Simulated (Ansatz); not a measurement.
The starting structures come from a database of crystals and need not be the phases stable at ambient conditions.

 Where the default PAW files enter, the runs use the earlier of Ansatz's two default sets.

By PBEsol, the system below comes out a metal.

Consider the following.

```
CELL_PARAMETERS angstrom
      4.03369     0.00000     0.00000
      0.00000     4.36821     0.00000
      0.00000     2.18411     5.36220
ATOMIC_POSITIONS crystal
  Y  0.75000 0.13861 0.72278
  Y  0.25000 0.86139 0.27722
  Ge 0.75000 0.41562 0.16876
  Ge 0.25000 0.58438 0.83124
```

Space group of this cell: Cmcm. The cell is strained (lengths across the current scaled by 1.02, ions clamped); by PBEsol its mean pressure is -5.3 GPa.

The current flows along the normal of the first two printed cell vectors. No spin-orbit coupling; the value is a mean over 0.1 eV about the Fermi level.

Problem. Compute, with PBEsol (Ansatz, a quantum-chemistry and plane-wave program), the ballistic conductance per area.

Solution. 0.30 × 10¹⁵ S/m² for both spins.
